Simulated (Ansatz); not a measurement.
The parent structure is BAs in the zinc blende structure (space group F-43m, No. 216; a = 4.732 Å). Axes: x, y, z lie along the cube axes.

Calculations: LDA (Ansatz, a quantum-chemistry and plane-wave program), spin-orbit coupling left out.

For the base:

The band gap comes out as 1.11 eV and the pressure is 0.0 kbar.

Now apply this change: biaxial strain +1.25 %, plane normal [111], relaxed out of plane (Cartesian); in-plane vectors clamped, the third vector and the atoms free.

Problem. What does the calculation give for the band gap after the change?

Solution. The band gap drops by 0.07 eV, from 1.11 eV to 1.04 eV.

Problem. Predict the new out-of-plane strain.

Solution. The out-of-plane strain is -0.30 %.

Problem. How does this affect the pressure?

Solution. The pressure (mean of the normal stresses, compression positive) goes from zero to -30.6 kbar.

Whether these cells are dynamically stable was not tested.
